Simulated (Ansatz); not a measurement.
A calculation on fluorite CoSi2 returned lattice constant a 5.299 Å, formation enthalpy -0.447 eV/atom.

For reference: lattice constant a 5.365 Å (measured, room temperature, not corrected to a static lattice; as tabulated in Hegde and Bowen (2014), arXiv:1405.1317); formation enthalpy -0.362 ± 0.01 eV/atom (measured, 298 K, copied from a table, unchecked, no zero-point or thermal correction; as tabulated in Wang et al. (2021), doi:10.1038/s41598-021-94550-5).

**Question.** Which level of theory produced these numbers?
(A) RPBE (Ansatz, a program for electronic structure)
(B) r²SCAN-D4 (Ansatz)
(C) HSE06 (Ansatz)
(D) PBE (Ansatz)

**Answer.** B, r²SCAN-D4 (Ansatz)

The others give: PBE 5.360 Å, -0.468 eV/atom; HSE06 5.296 Å, -0.359 eV/atom; RPBE 5.390 Å, -0.416 eV/atom.

Unless a cell is named, each level is at its own relaxed cell (HSE06 12.38, PBE 12.83, r²SCAN-D4 12.40, RPBE 13.05 Å³/atom).

The crystal itself was run without spin with PBE, HSE06, RPBE, r²SCAN-D4; a magnetic state was not tried in these runs.

Caveats: exact exchange on metals is sensitive to the k mesh and can open a false gap (HSE06); the run warned that the count of filled bands differs between k points (HSE06). Ansatz's density-functional and Hartree–Fock values are scalar-relativistic unless marked +SOC, with PAW data made under PBE.
